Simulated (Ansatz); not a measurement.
The parent structure is SrO in the rock salt structure (space group Fm-3m, No. 225; a = 5.1224 Å). Axes: x, y, z lie along the cube axes.

All numbers come from Ansatz (a first-principles code), PBEsol, PAW, cutoff 420 eV, no SOC.

Base values:

Valence-band top at Γ: 0.00, 0.00, 0.00 eV
Band gap: 3.20 eV
Pressure: 0.00 GPa
Smallest direct gap: 3.26 eV

The change: uniaxial strain ε_zz = +2.00 %, all other strain components held at zero; the atoms relax in the strained cell.

Estimate the effect on the valence-band top at Γ, band gap, pressure and smallest direct gap.

The valence-band top at Γ (three highest levels, from the VBM) goes from 0.00, 0.00, 0.00 eV to 0.00, 0.00, -0.07 eV; the band gap drops by 0.031 eV to 3.16 eV; the pressure (mean of the normal stresses, compression positive) goes from zero to -1.70 GPa; the smallest direct gap drops by 0.02 eV (3.26 eV → 3.24 eV).

Stability against distortions was not tested.
